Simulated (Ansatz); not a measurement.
**TaO$_{2}$ in the CdI2 type structure (space group P-3m1, No. 164; weakly magnetic (sensitive to the mesh); layered, stacked along the Cartesian z axis)**

```
CELL_PARAMETERS angstrom
      3.04916     0.00000     0.00000
     -1.52458     2.64065     0.00000
      0.00000     0.00000     4.62226
ATOMIC_POSITIONS crystal
  Ta 0.00000 0.00000 0.00000
  O  0.33333 0.66667 0.23399
  O  0.66667 0.33333 0.76601
```

Calculations: Ansatz (a quantum-chemistry and plane-wave program), r2SCAN+rVV10, PAW, cutoff 500 eV, no SOC. Γ-centred 17×17×10 mesh, Fermi–Dirac width 0.05 eV.

Volume per atom: 12.41 Å³
Density: 9.50 g/cm³
Band gap: zero
Magnetic state: weakly magnetic (sensitive to the mesh)
Total energy: -3693.446 eV/atom (σ→0; compares only within this code and set-up)

Other magnetic orders, which the real material may have, were not ruled out. Stability against distortions was not tested. No Hubbard U is applied, and correlation can decide whether such a compound is a metal.
